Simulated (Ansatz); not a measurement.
Density of states of NaZn₄As₃ (R-3m, 8 atoms in the cell).

```yaml
crystal:
  lattice:
    - [2.09958, 1.21219, 10.96215]
    - [-2.09958, 1.21219, 10.96215]
    - [0.00000, -2.42438, 10.96215]
  atoms:
    - { symbol: Na, position: [0.50000, 0.50000, 0.50000] }
    - { symbol: Zn, position: [0.09180, 0.09180, 0.09180] }
    - { symbol: Zn, position: [0.90820, 0.90820, 0.90820] }
    - { symbol: Zn, position: [0.30071, 0.30071, 0.30071] }
    - { symbol: Zn, position: [0.69929, 0.69929, 0.69929] }
    - { symbol: As, position: [0.22534, 0.22534, 0.22534] }
    - { symbol: As, position: [0.77466, 0.77466, 0.77466] }
    - { symbol: As, position: [0.00000, 0.00000, 0.00000] }
```

Level of theory: LDA (PW92), default PAW files made with PBE (plane waves; Ansatz, an electronic-structure program).

SCF settings: kpoints.mp_grid.grid = 6 6 6; hamiltonian.xc = lda; hamiltonian.pseudopotentials = {kind: paw} (the program's default PAW files); scf.occupations.method = cold; scf.occupations.width = 0.0073 Ry. Keys of the DOS step: output.dos.nscf_kmesh.grid = 6 6 6.

The starting cell comes from a database of computed structures (which also holds hypothetical and non-ambient phases and stackings), without a prior relaxation at this level. The run gives no clean gap (levels at the Fermi energy touch, overlap or are partly filled at this smearing), which alone does not show that the compound is a metal.

Total DOS (both spins), as means of the tabulated values in each energy bin; the zero is the program's Fermi level or highest filled level, and the curve is cut to this window:

(E (eV), states/eV/cell): (-7.80, 5.47); (-7.40, 62.2); (-7.00, 32.3); (-6.60, 0.00); (-6.20, 0.00); (-5.80, 0.50); (-5.40, 2.26); (-5.00, 5.19); (-4.60, 3.08); (-4.20, 2.00); (-3.80, 3.17); (-3.40, 2.06); (-3.00, 2.97); (-2.60, 4.32); (-2.20, 4.17); (-1.80, 4.49); (-1.40, 4.31); (-1.00, 3.88); (-0.60, 1.88); (-0.20, 0.73); (0.20, 0.28); (0.60, 1.05); (1.00, 1.81)

Around zero the curve holds about 0.1 states/eV/cell.

Keys are those of Ansatz 0.2.
